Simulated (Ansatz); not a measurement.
# GaN: band gap against strain

GaN (zinc blende, F-43m, 11.055 Å³/atom at rest, cube axes along x, y and z) under an equal strain ε along all three axes. LDA in Ansatz, a plane-wave DFT program (PAW, default set), 420 eV, 13×13×13 Γ-centred mesh, Fermi-Dirac smearing 0.05 eV; ions are relaxed within the symmetry of each cell. Gaps are the smallest over the k-mesh and a band path, without spin-orbit coupling; in all rows the valence edge lies at Γ and the conduction edge at Γ.

Here s stands for strain and Eg for gap.

```csv
strain (%),gap (eV)
-3.00,?
-1.50,2.251
-1.00,2.152
-0.50,2.053
0.00,1.955
0.50,1.857
1.00,1.763
1.50,1.667
```

Fit Eg of the 7 rows that show it with a straight line. Means: s 0, Eg 1.9569. About the means, the sum of products is -1.3630 and the sum of squares of s is 7.0000; the slope is their ratio. Least squares gives Eg = 1.9569 - 0.19471·s. Residuals (row less fit): 0.0020, 0.0004, -0.0013, -0.0019, -0.0025, 0.0008, 0.0022; standard error 0.0021 (degrees of freedom: 5). Over these rows the gap moves by -19 ± 0.08 eV per unit strain, or -6.5 eV per unit of ln V.

**Question.** Predict the withheld Eg at s = -3.00 from the fit, and compare with the calculation.

**Answer.** Eg = 1.9569 - 0.19471 × (-3.0) = 2.5410 eV. The calculation gives 2.549 eV, 0.0080 eV above the prediction (0.9 % of the range of Eg in the table). The row lies outside the fitted rows, so this is an extrapolation. From the scatter of the fitted rows alone, a prediction at this place has a standard error of 0.0032 eV, so the miss is 2.5 times that.

One order more, fitted to all 13 runs of the series, follows each within 0.001, so the miss is the next term of a smooth law. Other structures, which can take over under pressure, weren't tried. GaN is here a metastable form; wurtzite is the usual one. Rows are the converged runs of the series near zero and its far end; series whose fitted rows scatter by over a few per cent of the range, as at a crossing or softening among them, aren't shown in this form. Most that stay on the fit to the last digits aren't either.
